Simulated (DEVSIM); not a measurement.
**abrupt Si n-p junction**

Device: abrupt Si n-p junction, at 250 K.

| layer (left to right) | material | thickness (μm) | Nd (cm⁻³) | Na (cm⁻³) | τn (s) | τp (s) |
|---|---|---|---|---|---|---|
| 1 | Si | 3.80 | 2.1e15 | - | 0.0005 | 0.0005 |
| 2 | Si | 140 | - | 3.1e15 | 0.0015 | 0.0005 |

Left contact: ohmic. Right contact: ohmic. Voltage is applied to the left contact. Recombination: SRH at mid-gap, radiative. Mobility is μmin + (μ − μmin)/(1 + (N/Nref)^α).

This is a model device: material constants are rounded textbook-type values typed into the input, and sizes, dopings and lifetimes were drawn at random. Values at 300 K; Nc and Nv go as T^1.5, mobilities as T to minus their exponent, the gap by Varshni's rule with the affinity fixed.

| parameter | Si |
|---|---|
| gap (eV) | 1.124 |
| affinity (eV) | 4.05 |
| permittivity | 11.7 |
| Nc (cm⁻³) | 2.86e19 |
| Nv (cm⁻³) | 3.1e19 |
| μn (cm²/Vs) | 1417 |
| μp (cm²/Vs) | 470 |
| μn,min | 52 |
| μp,min | 45 |
| Nref,n | 9.7e16 |
| Nref,p | 2.2e17 |
| αn | 0.68 |
| αp | 0.72 |
| T exponent of μn | 2.3 |
| T exponent of μp | 2.2 |
| B (cm³/s) | 4.7e-15 |
| Varshni α (eV/K) | 0.000473 |
| Varshni β (K) | 636 |

Simulated with DEVSIM: 1D drift-diffusion, Boltzmann statistics, complete ionisation; no tunnelling, impact ionisation, image-force lowering or self-heating.

```
Quantity                                            Value
---------------------------------------------  ----------
Potential step across the device at zero bias     0.744 V
Largest field in the device at zero bias       16000 V/cm
Dark forward voltage at 1 A/cm²                   0.718 V
```

Small-signal capacitance in reverse bias (quasi-static):

| V (V) | C (nF/cm²) |
|---|---|
| 0.4 | 9.72 |
| 1 | 7.82 |
| 2 | 6.20 |
| 3 | 5.30 |
| 4 | 4.70 |
| 6 | 3.94 |
| 8 | 3.46 |
| 10 | 3.12 |
| 13 | 2.75 |
| 16 | 2.49 |
| 20 | 2.24 |

Dark forward current:

(V (V), J (A/cm²)): (-0.05, -3.5e-13); (-0.10, -2.9e-12); (-0.15, -2.6e-11); (-0.20, -2.5e-10); (-0.30, -2.5e-8); (-0.35, -2.5e-7); (-0.40, -2.5e-6); (-0.45, -2.5e-5); (-0.50, -0.00026); (-0.55, -0.0026); (-0.60, -0.025); (-0.70, -0.73); (-0.75, -1.7); (-0.80, -3.1); (-0.85, -4.9); (-0.90, -7.1); (-0.95, -9.7); (-1.05, -16); (-1.10, -20); (-1.15, -25); (-1.20, -30); (-1.25, -36); (-1.30, -42); (-1.35, -49); (-1.45, -64); (-1.50, -72); (-1.55, -81); (-1.60, -91)
